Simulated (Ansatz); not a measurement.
Functionals compared on a constructed model of the (110) surface of bcc Fe, ferromagnetic, a pseudomorphic layer of Co in the host's stacking (bottom of the slab: a bare face, its two planes held), in Ansatz (plane waves, PAW). The structure was relaxed with PBE; the other rows are single points on it. Cutoff 420 eV.

Model: 7-atom slab, 12.3 Å thick at the start, 16x16x1 mesh, Fermi-Dirac 0.1 eV, dipole correction, 2 atoms held, the rest relaxed; symmetry of the start imposed; spin-polarised, ending with about 15.7 μB a cell; orders that need a larger cell were not tried, no spin-orbit, no U. It is one candidate, not shown to be the stable structure of the face. These notes are the PBE run's.

```tsv
functional	work function of the top face (eV)	magnetic moment of the cell (μB)	rough cost of the single point
PBE	4.77	15.68	–
RPBE	(withheld)	15.89	around 7 core-minutes (rough)
```

Task: Some entries are withheld; supply them.

Result: 
- RPBE, work function of the top face (eV): 4.60

Ansatz is a quantum-chemistry and plane-wave program.
